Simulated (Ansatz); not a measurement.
Structure of amorphous Ga24O38Hf (periodic cell):

```xyz
63
Lattice="9.0305 -0.1017 -0.0540 -0.1017 9.4687 0.2305 -0.0540 0.2305 9.1863" Properties=species:S:1:pos:R:3 pbc="T T T"
Ga     6.5821     8.9593     3.8040
Ga     1.8752     3.3919     7.8817
Ga     7.6040     6.4095     7.4103
Ga     3.4946     5.6761     6.9147
Ga     1.2561     6.4285     5.4698
Ga     3.1049     8.4769     1.2834
Ga     3.5247     0.7010     3.9452
Ga     1.8872     2.2225     1.9995
Ga     4.3498     7.0984     4.1655
Ga     7.7881     3.5140     6.0713
Ga     2.3632     0.2281     6.8537
Ga     8.5356     2.3538     8.9623
Ga     5.1130     4.4783     8.5536
Ga     7.7765     0.2413     6.8516
Ga     7.8072     2.3263     2.8640
Ga     0.3338     9.3659     4.2084
Ga     0.7975     7.8749     8.6836
Ga     7.4454     4.9689     0.8984
Ga     4.9217     8.2538     8.0731
Ga     5.9538     0.9562     0.6562
Ga     3.2993     3.8966     4.5026
Ga     3.9869     5.1407     2.0933
Ga     8.8685     7.1756     2.2228
Ga     6.8283     5.3449     4.0895
O      4.4645     0.1347     6.6651
O      4.1439     2.2740     4.6834
O      0.6831     7.4089     4.0638
O      5.4808     4.6824     1.1783
O      2.8888     4.7840     8.5004
O      6.2328     7.0951     4.2032
O      7.6833     5.3636     5.7840
O      2.0499     0.1708     4.9629
O      2.6922     8.3881     8.4504
O      0.5239     1.7608     3.2054
O      8.3243     6.5797     0.2289
O      0.4234     9.4876     7.6769
O      2.9993     0.7030     2.1369
O      4.8101     6.4294     8.0056
O      6.8405     1.9445     6.4937
O      4.6824     5.0818     3.9244
O      6.3521     1.2179     2.4650
O      2.0003     4.6393     5.6291
O      0.5153     6.7168     7.1689
O      8.0527     3.1918     1.2118
O      2.7475     2.0438     7.0436
O      7.9077     0.1120     4.9268
O      5.0523     2.5145     8.7747
O      7.0024     4.7832     8.2522
O      4.9063     8.8232     0.6457
O      4.6829     4.1767     6.5838
O      2.6999     3.8191     2.6336
O      3.5912     6.9341     2.3806
O      7.4761     0.8847     8.8475
O      7.3070     3.4550     4.2217
O      8.0962     8.7935     2.6724
O      7.9547     5.5787     2.5932
O      3.1386     6.9913     5.6367
O      4.7173     8.9441     4.0861
O      0.0687     3.2597     7.3924
O      1.3832     2.1924     0.2633
O      1.2889     7.9492     1.3048
O      6.7392     8.1045     7.3739
Hf     4.8273     2.1174     6.7204
```

All values below come from PBE, scalar-relativistic without spin-orbit coupling (plane waves to 420 eV, PAW; Ansatz, a first-principles code).

The cell was made by melting and quenching with the CHGNet potential and then relaxed with DFT. O atoms were pushed apart under 1.9 Å during the dynamics, to hinder bonds among them. The hot cell started wider than the set density and was brought back towards it in steps. It is the lowest in DFT energy of 2 quenches. It is a model cell: composition and starting density were chosen by hand, and all elements were melted together. No dispersion term was used. Its density started from a set value of 5.20 and ended at 5.20 g/cm³. Cooling (nominally 220 K/ps over its main leg) ran many orders faster than in experiment, which tends to leave more defects and strain. Values belong to this one cell and scatter from quench to quench. The volume was held where the preparation left it and the shape relaxed, at a PBE pressure of 3.1 GPa. Stress components on the final sampling reach 3.2 GPa.

Cut-offs for bonds: Ga-Ga 2.68 Å, Ga-O 2.36 Å, Ga-Hf 3.01 Å, O-O 1.58 Å, O-Hf 2.65 Å, Hf-Hf 3.34 Å. Two cations that share two anions don't count as bonded, nor two that share one unless they lie closer than Ga-Ga 2.61 Å, Ga-Hf 2.93 Å, Hf-Hf 3.25 Å.

**Question.** Give the coordination numbers, mean bond lengths and angles.

**Answer.** 
```json
{
  "Mean coordination of Ga by anions": "4.62 (10 with 4, 13 with 5, 1 with 6)",
  "Mean coordination of O": "3.08 (35 with 3, 3 with 4)",
  "Mean coordination of Hf by anions": "6.00 (1 with 6)",
  "Mean Ga-O bond": "1.930 Å (spread 0.091 Å, 111 counted)",
  "Mean O-Hf bond": "2.081 Å (spread 0.047 Å, 6 counted)",
  "Bond angle at Ga": "mean 107.1°, spread 23.6°",
  "Bond angle at O": "mean 114.8°, spread 18.8°",
  "Bond angle at Hf": "mean 105.1°, spread 31.4°"
}
```

**Question.** Which atoms depart from the most common coordination of their element?

**Answer.** Ga2 has 4 (O45 1.81 Å, O29 1.83 Å, O59 1.88 Å, O60 1.92 Å); Ga5 has 4 (O27 1.81 Å, O43 1.88 Å, O42 1.94 Å, O57 1.97 Å); Ga7 has 4 (O58 1.78 Å, O26 1.84 Å, O32 1.87 Å, O37 1.88 Å); Ga8 has 4 (O60 1.81 Å, O34 1.88 Å, O37 1.89 Å, O51 1.90 Å); Ga10 has 4 (O59 1.86 Å, O31 1.87 Å, O39 1.88 Å, O54 1.91 Å); Ga12 has 4 (O53 1.81 Å, O44 1.87 Å, O60 1.88 Å, O59 1.90 Å); Ga13 has 6 (O28 1.89 Å, O48 1.94 Å, O47 1.98 Å, O50 2.04 Å, O38 2.05 Å, O29 2.25 Å); Ga15 has 4 (O54 1.84 Å, O41 1.87 Å, O44 1.88 Å, O34 1.89 Å); Ga20 has 4 (O41 1.87 Å, O49 1.88 Å, O53 1.89 Å, O47 1.90 Å); Ga21 has 4 (O26 1.84 Å, O42 1.87 Å, O40 1.91 Å, O51 1.96 Å); Ga22 has 4 (O28 1.81 Å, O52 1.86 Å, O51 1.92 Å, O40 1.96 Å); O33 has 4 (Ga11 1.94 Å, Ga17 1.98 Å, Ga6 2.08 Å, Ga19 2.27 Å); O35 has 4 (Ga18 1.95 Å, Ga17 1.99 Å, Ga3 2.15 Å, Ga23 2.15 Å); O40 has 4 (Ga21 1.91 Å, Ga22 1.96 Å, Ga9 2.06 Å, Ga24 2.17 Å).

**Question.** List the pairs of like atoms that count as bonded by the rules above.

**Answer.** There are none by these rules.
